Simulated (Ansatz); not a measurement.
Input:

```xyz
1
Lattice="-1.6545 1.6545 1.6545 1.6545 -1.6545 1.6545 1.6545 1.6545 -1.6545" Properties=species:S:1:pos:R:3 pbc="T T T"
Nb     0.0000     0.0000     0.0000
```

The numbers are results of PBE, rigid bands (plane waves, PAW, scalar-relativistic; Ansatz, a program for electronic structure), not measurements. Condition of this run: functional PBE, cell relaxed with it. Cell: cell and atoms relaxed with PBE.

**Question.** For narrow interconnects the product ρ₀λ of bulk resistivity and mean free path ranks metals, the lower the better. What is it here?

**Answer.** 3.9 ×10⁻¹⁶ Ω·m².

**Question.** And the Drude plasma energy and the root-mean-square Fermi velocity at 300 K?

**Answer.** 9.1 eV; 6.2e5 m/s.

A metal at this level (no band gap); rigid bands, thermally averaged at 300 K, both spins. Spin-orbit coupling is left out. τ is one relaxation time for all states; the product of resistivity and mean free path takes one path for all states instead.
